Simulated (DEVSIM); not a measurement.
Device: illuminated GaAs p-on-n cell, one wavelength, at 300 K.

Layer 1 from the left is GaAs, thickness (μm) 0.110, Na (cm⁻³) 1e18, τn (s) 8.4e-10, τp (s) 2.5e-9, absorption coefficient (cm⁻¹) 96000. Layer 2 from the left is GaAs, thickness (μm) 0.500, Nd (cm⁻³) 3.4e16, τn (s) 3.1e-8, τp (s) 3.1e-8, absorption coefficient (cm⁻¹) 96000.

Left contact: ohmic, minority electron recombination velocity 400 cm/s. Right contact: ohmic, minority hole recombination velocity 5000 cm/s. Voltage is applied to the left contact. Recombination: SRH at mid-gap, radiative, Auger. Light enters at the left, 1.5e18 photons cm⁻² s⁻¹, one pass, no reflection. Mobility is μmin + (μ − μmin)/(1 + (N/Nref)^α).

This is a model device: material constants are rounded textbook-type values typed into the input, and sizes, dopings and lifetimes were drawn at random. Values at 300 K.

GaAs: gap (eV) 1.424, affinity (eV) 4.07, permittivity 12.9, Nc (cm⁻³) 4.7e17, Nv (cm⁻³) 9e18, μn (cm²/Vs) 8500, μp (cm²/Vs) 400, μn,min 500, μp,min 20, Nref,n 6e16, Nref,p 1.5e17, αn 0.39, αp 0.38, B (cm³/s) 2e-10, Cn (cm⁶/s) 1e-30, Cp (cm⁶/s) 1e-30.

Simulated with DEVSIM: 1D drift-diffusion, Boltzmann statistics, complete ionisation; no tunnelling, impact ionisation, image-force lowering or self-heating.

Problem. What does the simulation give for the short-circuit current, the dark forward voltage at 1 A/cm², the share of generated pairs collected at short circuit?

Solution. short-circuit current 238 mA/cm²; dark forward voltage at 1 A/cm² 1.116 V; share of generated pairs collected at short circuit 0.994.
